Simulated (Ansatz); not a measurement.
## PbF2 under a change: isotropic strain −1.00 %

Consider PbF$_{2}$ in the fluorite structure (space group Fm-3m, No. 225; a = 6.001 Å).

It is then changed as follows: the cell is scaled by 0.9900 in all directions; the atoms relax in the strained cell.

Calculations: plane-wave PAW DFT at the PBE level (Ansatz, an electronic-structure program, 420 eV), spin-orbit coupling left out. Γ-centred 10×10×10 mesh, Fermi–Dirac width 0.05 eV.

- Volume per atom: 17.47 Å³ (base 18.01 Å³)
- Space group: Fm-3m (No. 225) (base Fm-3m (No. 225))
- Energy relative to the base (free energy F): +3.5 meV/atom
- Pressure: 2.16 GPa (base 0.00 GPa)
- Band gap: 4.42 eV (base 4.42 eV)
- Gap character: indirect, W → X (base indirect, W → X)
- Smallest direct gap: 4.57 eV (base 4.56 eV)
- Mean gap deformation potential ΔEg/Δln V: +0.1 eV
- Width of the top valence band: 1.94 eV (base 1.76 eV)
- Electron mass: 2.8 mₑ along k, 0.50 mₑ across (at X) (base 2.5 mₑ along k, 0.51 mₑ across (at X))
- Valley order (the lowest conduction-band minima on the path, energy above the VBM, named in the base's zone): X along ⟨100⟩ 4.42 eV; L along ⟨111⟩ 5.03 eV; a point along ⟨110⟩, about 0.6 Å⁻¹ from Γ 5.40 eV (base X along ⟨100⟩ 4.42 eV; L along ⟨111⟩ 5.03 eV; a point along ⟨110⟩, about 0.6 Å⁻¹ from Γ 5.40 eV)

Spin-orbit coupling, missing from the scalar runs, can matter with Pb. Masses are band curvatures over ±0.01 Å⁻¹ around the edge. Along k means along the line from Γ to the band edge. Whether these cells are dynamically stable was not tested.
